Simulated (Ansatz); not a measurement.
We consider Ga₂Se₃ (Imm2, No. 44, 5 atoms in the cell; start mp-1224809; a measured phase of this formula has another space group), described by LDA in Ansatz (plane waves, PAW).

Numerical settings: plane-wave cutoff 520 eV, 10×10×10 k mesh, Fermi–Dirac smearing 0.01 eV, scalar-relativistic PAW data made under PBE.

Cell (relaxed at this level):

```cif
data_Ga2Se3
_chemical_formula_sum 'Ga2 Se3'
_space_group_name_H-M_alt 'P 1'
_space_group_IT_number 1
_cell_length_a 6.58086
_cell_length_b 6.58086
_cell_length_c 6.58086
_cell_angle_alpha 146.556
_cell_angle_beta 60.523
_cell_angle_gamma 131.120
loop_
_space_group_symop_operation_xyz
  'x, y, z'
loop_
_atom_site_label
_atom_site_type_symbol
_atom_site_fract_x
_atom_site_fract_y
_atom_site_fract_z
_atom_site_occupancy
Ga1 Ga 0.66992 0.00981 0.66011 1
Ga2 Ga 0.34970 0.00981 0.33989 1
Se1 Se 0.38162 0.22732 0.15431 1
Se2 Se 0.07301 0.22732 0.84569 1
Se3 Se 0.77576 0.27576 0.50000 1
```

Q: Predict the band gap and smallest direct gap on the k points sampled.

A: 
- band gap = 0.49 eV (indirect)
- smallest direct gap on the k points sampled = 0.60 eV

Spin–orbit coupling is not included.

Computed values are for the static lattice.

A start named mp-… is a Materials Project structure, which need not be a measured phase.

Ansatz is a quantum-chemistry and plane-wave program.
